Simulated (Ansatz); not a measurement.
The starting structures come from a database of crystals and need not be the phases stable at ambient conditions.

Evanescent states of Ba3ZnN2O (P4/mmm, not sure to be the ambient phase, 7 atoms a cell, 22.9 Å³ an atom, -2 GPa at this level) along the normal of (111)

The numbers are results of r2SCAN (plane waves, PAW; Ansatz, a program for electronic structure), not measurements.

No gap correction and no spin-orbit coupling; mid-gap values are interpolated between computed energies.

Energies count from the valence-band top; κ is the least over a 6×4 mesh across the current.

```json
[
 {"E (eV)": "0.03", "κ (1/Å)": "0.052", "where": "off Γ"},
 {"E (eV)": "0.09", "κ (1/Å)": "0.088", "where": "off Γ"},
 {"E (eV)": "0.15", "κ (1/Å)": "0.112", "where": "off Γ"},
 {"E (eV)": "0.21", "κ (1/Å)": "0.131", "where": "off Γ"},
 {"E (eV)": "0.27", "κ (1/Å)": "0.146", "where": "off Γ"},
 {"E (eV)": "0.33", "κ (1/Å)": "0.159", "where": "off Γ"},
 {"E (eV)": "0.39", "κ (1/Å)": "0.170", "where": "off Γ"},
 {"E (eV)": "0.45", "κ (1/Å)": "0.180", "where": "off Γ"},
 {"E (eV)": "0.51", "κ (1/Å)": "0.189", "where": "off Γ"},
 {"E (eV)": "0.57", "κ (1/Å)": "0.171", "where": "Γ"},
 {"E (eV)": "0.63", "κ (1/Å)": "0.131", "where": "Γ"},
 {"E (eV)": "0.69", "κ (1/Å)": "0.084", "where": "Γ"}
]
```

How thick must the barrier be to attenuate the transmission by 10^4 when the electrodes' Fermi level lies at 0.39 eV, and what attenuation does that film give at 0.21 eV?

d = 4 ln 10 / (2 × 0.170) = 27.1 Å. At 0.21 eV it gives 4 × 0.131/0.170 = 3.1 decades.
